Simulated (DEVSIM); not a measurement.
Structure: illuminated Si p-on-n cell, one wavelength, at 300 K.

| layer (left to right) | material | thickness (μm) | Nd (cm⁻³) | Na (cm⁻³) | τn (s) | τp (s) | absorption coefficient (cm⁻¹) |
|---|---|---|---|---|---|---|---|
| 1 | Si | 0.440 | - | 4.4e18 | 3.4e-8 | 3.4e-9 | 210 |
| 2 | Si | 34.0 | 1e15 | - | 1.5e-7 | 1.5e-7 | 210 |

Left contact: ohmic, minority electron recombination velocity 1e5 cm/s. Right contact: ohmic, minority hole recombination velocity 1000 cm/s. Voltage is applied to the left contact. Recombination: SRH at mid-gap, radiative, Auger. Light enters at the left, 6.5e16 photons cm⁻² s⁻¹, one pass, no reflection. Mobility is μmin + (μ − μmin)/(1 + (N/Nref)^α).

This is a model device: material constants are rounded textbook-type values typed into the input, and sizes, dopings and lifetimes were drawn at random. Values at 300 K.

```csv
parameter,Si
gap (eV),1.124
affinity (eV),4.05
permittivity,11.7
Nc (cm⁻³),2.86e19
Nv (cm⁻³),3.1e19
μn (cm²/Vs),1417
μp (cm²/Vs),470
"μn,min",52
"μp,min",45
"Nref,n",9.7e16
"Nref,p",2.2e17
αn,0.68
αp,0.72
B (cm³/s),4.7e-15
Cn (cm⁶/s),2.8e-31
Cp (cm⁶/s),9.9e-32
```

Simulated with DEVSIM: 1D drift-diffusion, Boltzmann statistics, complete ionisation; no tunnelling, impact ionisation, image-force lowering or self-heating.

The photon flux was swept, all else fixed.

```tsv
photon flux (cm^-2 s^-1)	open-circuit voltage (V)	share of generated pairs collected at short circuit	short-circuit current (mA/cm²)	largest power (mW/cm²)
2e15	0.318	0.465	0.0767	0.0160
6.5e15	[?]	0.465	[?]	0.0616
2e16	0.389	0.465	0.767	0.216
6.5e16	0.422	0.465	2.49	0.783
2e17	0.453	0.466	7.68	2.65
6.5e17	0.485	0.467	25.1	9.35
2e18	0.516	0.472	77.9	31.3
```

**Question.** Complete the blanks.

**Answer.** 
- 6.5e15, open-circuit voltage (V): 0.355
- 6.5e15, short-circuit current (mA/cm²): 0.249
